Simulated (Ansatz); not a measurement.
The starting structures come from a database of crystals and need not be the phases stable at ambient conditions.

 Where the default PAW files enter, the runs use the earlier of Ansatz's two default sets.

The decay constant κ of evanescent states in the gap governs leakage through a thin film.

Input:

```
ZnF2
1.0
    4.71526     0.00000     0.00000
    0.00000     5.20989     0.00000
    0.00000     0.00000     5.74371
Zn F
4 8
Direct
  0.50000   0.75000   0.66196
  0.50000   0.25000   0.33804
  0.00000   0.25000   0.83804
  0.00000   0.75000   0.16196
  0.26840   0.08005   0.61232
  0.73160   0.91995   0.38768
  0.23160   0.58005   0.88768
  0.76840   0.41995   0.11232
  0.76840   0.91995   0.88768
  0.23160   0.08005   0.11232
  0.73160   0.41995   0.61232
  0.26840   0.58005   0.38768
```

Space group of this cell: Pbcn. The cell was relaxed by PBE-D3(BJ); by r2SCAN its mean pressure is -4.2 GPa.

Transport runs along the normal of the first two printed cell vectors.

The gap is the functional's own. No spin-orbit coupling. Mid-gap values are interpolated on the energy grid.

### Question
Give the band gap and the smallest decay constant κ at mid-gap that r2SCAN in Ansatz (an electronic-structure program) yields.

### Answer
Gap 4.34 eV on a 6×6×6 mesh; κ = 0.414 1/Å, at the zone centre.
